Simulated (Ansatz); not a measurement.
Ansatz (a program for electronic structure), DFT, PBE0, plane waves, its default PAW files: fluorite CaF2, atoms displaced (Ca32F64), 96 atoms. Basis and mesh were picked for this test and aren't claimed converged.

```yaml
cell: 10.93, 10.93, 10.93 Å; 90, 90, 90°
distance_to_the_nearest_atom: 2.25 to 2.37 Å
task: single point
k mesh: 1×1×1
hamiltonian.xc: pbe0
kind_of_files: paw
scf.occupations.method: fixed
output.forces: true
memory maximum (--max-ram): 200GiB
accuracy: medium (default)
basis.precision: auto (default)
basis.xc_grid: 2 (default)
scf.eigensolver.kind: auto (default)
scf.mixing.algorithm: auto (default)
scf.mixing.preconditioner: auto (default)
scf.convergence.dr2_threshold: 1e-07 (default)
scf.lower_state_search: light (default)
k-points after symmetry: 1
bands_at_the_start: 480
electrons: 768
plane waves at Γ: 25533
cutoff (eV): 420
FFT grid: 75×75×75
symmetry_operations: 1
```

Machine A. Hardware: Arm Neoverse V2, 96 cores on 1 socket, no SMT, 1 L3 cache group.

Machine B. It runs on a single node (Intel Xeon 6 (Granite Rapids), 96 cores on 1 socket, 2 hardware threads a core, 3 L3 cache groups, 3 NUMA nodes).

Wall times, medians of two to five repeats, each run alone on the node (launch to exit). Processes are pinned to neighbouring cores unless said otherwise. The build: release build for Arm (Neoverse V2), one process with threads; another build can shift the numbers. Scratch files lie in a memory file system. On B the build is release build for x86-64 with AVX-512, one process with threads.

All on 88 threads. Base settings, kept where nothing else is said: scf.exx.build = auto (default), scf.exx.ecutfock_ratio = not set, scf.exx.energy_threshold = 1e-06 (default). On machine A:

```json
[
 {"run": "the base settings", "wall time on A": "31 s"},
 {"run": "scf.exx.build = auto_tight", "wall time on A": "31 s"},
 {"run": "scf.exx.build = pair_densities, scf.exx.ecutfock_ratio = 1", "wall time on A": "48 s"},
 {"run": "scf.exx.build = pair_densities, scf.exx.ecutfock_ratio = 2", "wall time on A": "48 s"},
 {"run": "scf.exx.build = pair_densities, scf.exx.ecutfock_ratio = 4", "wall time on A": "49 s"},
 {"run": "scf.exx.build = pair_densities", "wall time on A": "49 s"},
 {"run": "scf.exx.energy_threshold = 0.001 eV", "wall time on A": "29 s"}
]
```

Q: What do these runs take on the other node, and does the best choice change?

A: 
```csv
run,A,B,B over A
the base settings,31 s,21 s,0.67
scf.exx.build = auto_tight,31 s,21 s,0.67
"scf.exx.build = pair_densities, scf.exx.ecutfock_ratio = 1",48 s,28 s,0.59
"scf.exx.build = pair_densities, scf.exx.ecutfock_ratio = 2",48 s,28 s,0.59
"scf.exx.build = pair_densities, scf.exx.ecutfock_ratio = 4",49 s,29 s,0.59
scf.exx.build = pair_densities,49 s,29 s,0.59
scf.exx.energy_threshold = 0.001 eV,29 s,19 s,0.66
```

B takes 0.59 to 0.67 times the time of A. The shortest run is scf.exx.energy_threshold = 0.001 eV on both, with others too close to call.

Keys are those of Ansatz 0.2.
